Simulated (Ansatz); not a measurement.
Functionals compared on the (331) surface of fcc Ag in its 1x1 cell, outermost plane spacing 0.95 Å in the ideal cut, in Ansatz (plane waves, PAW). The structure was relaxed with PBE; the other rows are single points on it, each with its references at the same level. Cutoff 420 eV (500 eV for r2SCAN).

Slab: 12 atoms, 10.5 Å thick at the start (thin: gaps and levels are the slab's own); k 13x6x1, smearing 0.1 eV, dipole-corrected; all atoms relaxed; held to the part of the start's symmetry that mesh and held atoms allow; no spin, no spin-orbit, no U. These notes are the PBE run's.

| functional | surface energy (J/m²) | work function of the top face (eV) | rough cost of the single point |
|---|---|---|---|
| PBE | 0.86 | 4.22 | – |
| LDA | [?] | [?] | around 5 core-minutes (rough) |
| PBEsol | 1.14 | 4.33 | around 4 core-minutes (rough) |
| RPBE | 0.65 | 4.03 | about 4 core-minutes (a rough figure) |
| r2SCAN | 1.05 | 4.17 | very roughly 8 core-minutes |

**Question.** Some entries are withheld; supply them.

**Answer.** 
- LDA, surface energy (J/m²): 1.30
- LDA, work function of the top face (eV): 4.63

Ansatz is a first-principles code.
